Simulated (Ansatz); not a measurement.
Hypothetical CsCl type LaAs: pressure series

Start from LaAs in the CsCl type structure (space group Pm-3m, No. 221; a = 3.744 Å; a hypothetical phase, not in the database extracts checked).

Cell and atoms are relaxed at each pressure.

Calculations: PBE, PAW, 420 eV (Ansatz, a quantum-chemistry and plane-wave program; no SOC).

| P (GPa) | V (Å³/atom) |
|---|---|
| -2.01 | 27.107 |
| -1.01 | 26.662 |
| 0.89 | 25.908 |
| 2.10 | 25.478 |
| 4.50 | 24.721 |
| 8.99 | 23.544 |
| 15.00 | 22.298 |
| 22.50 | 21.075 |
| 30.00 | 20.089 |

A third-order Birch–Murnaghan fit to these points gives V₀ = 26.25 Å³/atom, B₀ = 67 GPa and B₀′ = 3.9. At pressure 30 GPa the volume is 76.5 % of V₀.

Load acts through the strain it causes; cell and atoms are relaxed under it. No phonon test of stability was made. No other phases were tried under pressure. All final runs are without spin polarisation.
